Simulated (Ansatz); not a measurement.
Electronic density of states of amorphous C₁₂Sb₁₂S₃₆, density 3.34 g/cm³, on a 2×2×2 Γ-centred mesh with a Gaussian width of 0.1 eV; energies count from the Fermi level, whose place inside the gap is arbitrary. Cell and mesh are small, so fine structure isn't converged. All values below come from PBE-D3(BJ), scalar-relativistic without spin-orbit coupling (plane waves to 420 eV, PAW; Ansatz, an electronic-structure program). Sampling: a 2×2×2 Γ-centred mesh; Fermi-Dirac width 0.05 eV; no spin polarisation.

Preparation: random packing, a CHGNet melt and quench, and a DFT relaxation. The hot cell started wider than the set density and was brought back towards it in steps. It is the lowest in DFT energy of 3 quenches. It is a model cell: composition and starting density were chosen by hand, and all elements were melted together. The geometry includes D3(BJ) dispersion. Its density started from a set value of 3.09 and ended at 3.34 g/cm³. Cooling (nominally 120 K/ps over its main leg) ran many orders faster than in experiment, which tends to leave more defects and strain. One small periodic cell is one sample of the glass; other quenches scatter about these values. Volume and shape were free in the relaxation.

```csv
E - EF (eV),states/(eV atom)
-12.00,0.01
-11.90,0.04
-11.80,0.16
-11.70,0.21
-11.60,0.21
-11.50,0.20
-11.40,0.15
-11.30,0.04
-11.20,0.10
-11.10,0.17
-11.00,0.05
-10.90,0.00
-10.80,0.00
-10.70,0.00
-10.60,0.01
-10.50,0.06
-10.40,0.16
-10.30,0.12
-10.20,0.09
-10.10,0.15
-10.00,0.18
-9.90,0.19
-9.80,0.20
-9.70,0.15
-9.60,0.13
-9.50,0.15
-9.40,0.21
-9.30,0.24
-9.20,0.27
-9.10,0.26
-9.00,0.28
-8.90,0.28
-8.80,0.25
-8.70,0.24
-8.60,0.22
-8.50,0.20
-8.40,0.21
-8.30,0.22
-8.20,0.23
-8.10,0.20
-8.00,0.17
-7.90,0.22
-7.80,0.26
-7.70,0.27
-7.60,0.24
-7.50,0.20
-7.40,0.15
-7.30,0.30
-7.20,0.38
-7.10,0.28
-7.00,0.26
-6.90,0.25
-6.80,0.15
-6.70,0.12
-6.60,0.21
-6.50,0.28
-6.40,0.43
-6.30,0.55
-6.20,0.55
-6.10,0.42
-6.00,0.33
-5.90,0.43
-5.80,0.48
-5.70,0.44
-5.60,0.40
-5.50,0.36
-5.40,0.34
-5.30,0.34
-5.20,0.36
-5.10,0.38
-5.00,0.40
-4.90,0.43
-4.80,0.40
-4.70,0.43
-4.60,0.51
-4.50,0.57
-4.40,0.50
-4.30,0.50
-4.20,0.50
-4.10,0.46
-4.00,0.47
-3.90,0.55
-3.80,0.61
-3.70,0.53
-3.60,0.53
-3.50,0.56
-3.40,0.53
-3.30,0.51
-3.20,0.51
-3.10,0.57
-3.00,0.59
-2.90,0.60
-2.80,0.58
-2.70,0.58
-2.60,0.57
-2.50,0.49
-2.40,0.55
-2.30,0.67
-2.20,0.73
-2.10,0.71
-2.00,0.68
-1.90,0.66
-1.80,0.71
-1.70,0.71
-1.60,0.72
-1.50,0.74
-1.40,0.68
-1.30,0.67
-1.20,0.66
-1.10,0.66
-1.00,0.65
-0.90,0.58
-0.80,0.46
-0.70,0.29
-0.60,0.28
-0.50,0.33
-0.40,0.32
-0.30,0.23
-0.20,0.08
-0.10,0.01
0.00,0.00
0.10,0.01
0.20,0.08
0.30,0.18
0.40,0.20
0.50,0.18
0.60,0.17
0.70,0.16
0.80,0.17
0.90,0.27
1.00,0.28
1.10,0.28
1.20,0.28
1.30,0.36
1.40,0.37
1.50,0.35
1.60,0.39
1.70,0.43
1.80,0.45
1.90,0.46
2.00,0.51
2.10,0.55
2.20,0.58
2.30,0.58
2.40,0.52
2.50,0.52
2.60,0.56
2.70,0.53
2.80,0.56
2.90,0.59
3.00,0.47
```

The gap on this mesh is 0.52 eV; the broadening fills part of it in the curve.
